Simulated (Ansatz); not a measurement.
**Short convergence ladders for Ga (Cm, 4 atoms in the cell)**

```
Ga
1.0
    2.24870    -3.81085     0.00000
    2.24870     3.81085     0.00000
    0.00000     0.00000     4.50735
Ga
4
Direct
  0.15490   0.84510   0.93009
  0.34510   0.65490   0.41900
  0.65490   0.34510   0.58100
  0.84510   0.15490   0.08100
```

Base method: PBEsol, default PAW files made with PBE (plane waves; Ansatz, a program for electronic structure).

Base settings: basis.ecutwfc = 420 eV; kpoints.mp_grid.grid = 7 7 5; hamiltonian.xc = pbesol; hamiltonian.pseudopotentials = {kind: paw} (the program's default PAW files); scf.occupations.method = gaussian; scf.occupations.width = 0.1 eV.

The count of work is k-points × plane waves × bands × iterations; it is no time. Core times come from one kind of shared machine, to one figure; runs under 30 s give none.

**The k-point mesh at a smearing width of 0.05 eV**

In this ladder: scf.occupations.width = 0.05 eV.

The second cell is the first with its lattice scaled by 0.98.

Only quantities that move along the ladder and can be compared are tabulated.

```tsv
kpoints.mp_grid.grid	free energy less the last step's (meV/atom)	energy of the compressed cell less the first (meV/atom)	pressure (GPa)	largest difference of a force vector from the last step's (eV/Å)	count of work / last
3 3 3	-6.94	9.54	-0.53	0.151	0.0082
4 4 3	-25.44	7.08	-0.70	0.084	0.016
5 5 4	-21.53	7.13	-0.81	0.073	0.031
5 5 5	-7.23	6.98	-0.93	0.045	0.036
6 6 6	0.60	8.21	-0.75	0.027	0.063
9 9 8	2.65	8.13	-0.73	0.018	0.17
14 14 12	-0.22	8.38	-0.74	0.008	0.53
17 17 14	0.00	8.29	-0.74	0.000	1.0
```

Coarsest kpoints.mp_grid.grid that holds the energy of the compressed cell less the first within 1 meV/atom of the last step, with all finer ones: 6 6 6, at 0.063 of the last step's count of work; the step before is off by 1.3 meV/atom.

Coarsest kpoints.mp_grid.grid that holds the free energy within 5 meV/atom of the last step, with all finer ones: 6 6 6, at 0.063 of the last step's count of work; the step before is off by 7.2 meV/atom.

Coarsest kpoints.mp_grid.grid that holds the pressure within 0.1 GPa of the last step, with all finer ones: 6 6 6, at 0.063 of the last step's count of work; the step before is off by 0.19 GPa.

The energy difference between the two cells stays within 1 meV/atom of the last step's from 6 6 6 on, the total only from 14 14 12 on: much of the error is common to both cells and cancels.

Two neighbours can agree and both be off: 4 4 3 and 5 5 4 differ by 0.05 meV/atom in the energy of the compressed cell less the first, yet lie about 1.2 meV/atom from the last step.

**The width of Gaussian smearing**

In this ladder: kpoints.mp_grid.grid = 12 12 8.

Narrow widths need finer meshes than wide ones, so the last steps can hold mesh noise.

Only quantities that move along the ladder and can be compared are tabulated; pressure and forces are left out, as mesh noise rules them at narrow widths.

```csv
scf.occupations.width,free energy less the last step's (meV/atom),energy extrapolated to zero width less the last step's (meV/atom),core time / last (rough)
1 eV,-67.74,10.94,1
0.5 eV,-14.38,0.48,0.5
0.3 eV,-5.19,-0.39,0.9
0.2 eV,-2.38,-0.27,0.4
0.1 eV,-0.55,-0.06,1
0.05 eV,0.00,0.00,1
```

Widest scf.occupations.width that holds the energy extrapolated to zero width within 1 meV/atom of the last step, with all finer ones: 0.5 eV; the step before is off by 11 meV/atom.

Widest scf.occupations.width that holds the free energy within 2 meV/atom of the last step, with all finer ones: 0.1 eV; the step before is off by 2.4 meV/atom.

The extrapolation to zero width removes most of the smearing's effect on the energy.

**The mesh under tetrahedron occupations**

In this ladder: scf.occupations.method = tetrahedron; scf.occupations.width = default.

Only quantities that move along the ladder and can be compared are tabulated.

| kpoints.mp_grid.grid | free energy less the last step's (meV/atom) | pressure (GPa) | largest difference of a force vector from the last step's (eV/Å) | count of work / last | core time / last (rough) |
|---|---|---|---|---|---|
| 4 4 3 | -24.84 | -0.60 | 0.107 | 0.016 | – |
| 5 5 4 | -14.67 | -0.75 | 0.042 | 0.035 | – |
| 6 6 5 | 0.07 | -0.84 | 0.046 | 0.051 | – |
| 7 7 6 | 3.27 | -0.71 | 0.019 | 0.091 | – |
| 8 8 7 | 2.09 | -0.75 | 0.049 | 0.13 | 0.1 |
| 10 10 9 | 1.57 | -0.68 | 0.014 | 0.23 | 0.1 |
| 13 13 11 | -0.31 | -0.75 | 0.010 | 0.52 | 0.5 |
| 16 16 14 | 0.00 | -0.74 | 0.000 | 1.0 | 1 |

Coarsest kpoints.mp_grid.grid that holds the free energy within 5 meV/atom of the last step, with all finer ones: 6 6 5, at 0.051 of the last step's count of work; the step before is off by 15 meV/atom.

Coarsest kpoints.mp_grid.grid that holds the forces within 0.005 eV/Å: not settled: the last two steps still differ by 0.010 eV/Å, over half the tolerance, so the ladder does not show it.

Coarsest kpoints.mp_grid.grid that holds the pressure within 0.05 GPa of the last step, with all finer ones: 13 13 11; the step before is off by 0.06 GPa.

On the base run: the starting cell has typed, rounded lattice constants, without a prior relaxation at this level. Its lattice was rescaled by up to half a per cent. One atom was moved a little off its site on purpose. Ansatz's pressure includes its estimate of the finite-basis (Pulay) stress.

Left out of this page: 2 runs of the series outside the window shown, repeating another row's setting, or not comparable.

Keys are those of Ansatz 0.2.
